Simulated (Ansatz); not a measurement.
**Hypothetical zinc blende TlBr: element substitutions**

The reference is TlBr in the zinc blende structure (space group F-43m, No. 216; a = 7.311 Å; a hypothetical phase, not in the database extracts checked).

Each row replaces one element on all its sites; cell and atoms are relaxed.

Levels (all Ansatz, an electronic-structure program, PAW, earlier PAW set): PBEsol (420 eV, spin-orbit coupling left out); PBEsol+SOC (420 eV, with spin-orbit coupling).

Band gaps by level, all at the geometries relaxed with PBEsol:

```tsv
case	PBEsol	PBEsol+SOC
base	2.77 eV	2.50 eV
Tl → B	0.43 eV	0.30 eV
Tl → Bi	zero	0.50 eV
```

Single points use the geometry relaxed with PBEsol. The spin-orbit shifts are approximate. With Tl present, leaving out spin-orbit coupling can change the band edges. Stability against distortions was not tested. As relaxed here, BBr and BiBr are hypothetical phases, not in the database extracts checked. The runs without spin-orbit coupling are not spin-polarised. The zero or small gap of BBr can change with the level of theory.
